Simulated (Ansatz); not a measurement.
## Hypothetical Fm-3m WTe2: 4 layers

The parent structure is WTe2 (space group Fm-3m, No. 225; a = 6.569 Å; a hypothetical phase, not in the database extracts checked). Axes: x, y, z lie along the cube axes.

It is then changed as follows: a free-standing slab of 4 layers (12 atoms, 3 a layer) is cut normal to [111], with 15 Å of vacuum and the in-plane cell held at bulk.

Method: plane-wave PAW DFT at the PBEsol level (Ansatz, a first-principles code, 420 eV), scalar-relativistic without spin-orbit coupling, earlier PAW set. k-mesh 12×12×1 (Γ-centred); smearing 0.05 eV (Fermi–Dirac), for the changed cell.

- Layer's space group (with vacuum) = P-3m1 (No. 164)
- Shortest interatomic distance = 2.729 Å (base 2.845 Å)
- Band gap = zero (base zero)
- Excess energy per area of both faces (slab less bulk energy over the cell's area: twice a surface energy) = 0.8 J/m² (uncertain by up to 0.1 J/m²)
- Thickness between the outermost nuclei = 13.14 Å
- Change of the spacing d23 from its bulk value of 0.948 Å = -12.1 %

Slab and bulk use different k-meshes, which limits the precision of the excess energy. With Te and W present, leaving out spin-orbit coupling can change the band edges. No phonon test of stability was made. The final runs are not spin-polarised. WTe2 has a high density of states at the Fermi level and may be magnetic at this level. The zero or small gap of WTe2 can change with the level of theory.
